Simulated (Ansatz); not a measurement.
Band structure of WO2F (C2/c, 8 atoms in the cell).

```yaml
crystal:
  lattice:
    - [4.83957, -2.67728, 0.00000]
    - [4.83957, 2.67728, 0.00000]
    - [-2.96845, 0.00000, 4.46549]
  atoms:
    - { symbol: W, position: [0.50000, 0.00000, 0.00000] }
    - { symbol: W, position: [0.00000, 0.50000, 0.50000] }
    - { symbol: O, position: [0.24749, 0.23951, 0.73953] }
    - { symbol: O, position: [0.75251, 0.76049, 0.26047] }
    - { symbol: O, position: [0.76049, 0.75251, 0.76047] }
    - { symbol: O, position: [0.23951, 0.24749, 0.23953] }
    - { symbol: F, position: [0.26793, 0.73207, 0.75000] }
    - { symbol: F, position: [0.73207, 0.26793, 0.25000] }
```

Computed with PBEsol, PAW files made with PBE (plane waves; Ansatz, an electronic-structure program).

Settings: kpoints.mp_grid.grid = 4 4 4; hamiltonian.xc = pbesol; hamiltonian.pseudopotentials = {kind: paw} (the program's default PAW files); scf.occupations.method = gaussian; scf.occupations.width = 0.136 eV; kpoints.band_path.path = [[0.0, 0.5, 0.0], [0.0, 0.0, 0.0], [0.0, 0.0, -0.5]]; kpoints.band_path.npoints = 8.

The starting cell comes from a database of computed structures (which also holds hypothetical and non-ambient phases and stackings), without a prior relaxation at this level. Spin-orbit coupling is off. Spin polarisation is off.

Levels in eV from the Fermi level, bands 31 to 38:
```
point     31     32     33     34     35    36    37    38
-----  -----  -----  -----  -----  -----  ----  ----  ----
X      -2.97  -2.96   0.87   0.87   1.14  1.16  1.76  1.76
Γ      -3.19  -2.16  -1.23  -1.22  -1.06  1.26  2.82  2.84
Y      -2.96  -2.96   0.87   0.87   1.15  1.15  1.76  1.76
```

Bands cross the Fermi level along this path, so the cell is metallic at this level.

Keys are those of Ansatz 0.2.
